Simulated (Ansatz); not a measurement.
Consider Ga2O3 in the corundum structure (space group R-3c, No. 167; a = 4.950 Å, c = 13.306 Å (hexagonal axes)). Axes: x lies along a and z along c of the hexagonal cell.

Calculations: Ansatz (a first-principles code) LDA, scalar-relativistic without spin-orbit coupling.

Strains are applied to the cell and any free atomic positions relax.

One change was made to it. Results:

| quantity | base | after |
|---|---|---|
| band gap | 3.04 eV | 3.22 eV |
| electron mass | 0.24 mₑ (at Γ) | 0.25 mₑ (at Γ) |

**Question.** What was done to the base?
A. uniaxial strain ε_xx = −0.75 %
B. uniaxial strain ε_xx = −2.25 %
C. uniaxial strain ε_xx = −1.50 %
D. uniaxial strain ε_xx = −3.00 %

**Answer.** C, uniaxial strain ε_xx = −1.50 %. For comparison, the band gap in the other runs: uniaxial strain ε_xx = −3.00 % gives 3.38 eV; uniaxial strain ε_xx = −0.75 % gives 3.13 eV; uniaxial strain ε_xx = −2.25 % gives 3.30 eV.

Masses are band curvatures over ±0.01 Å⁻¹ around the edge. Whether these cells are dynamically stable was not tested.
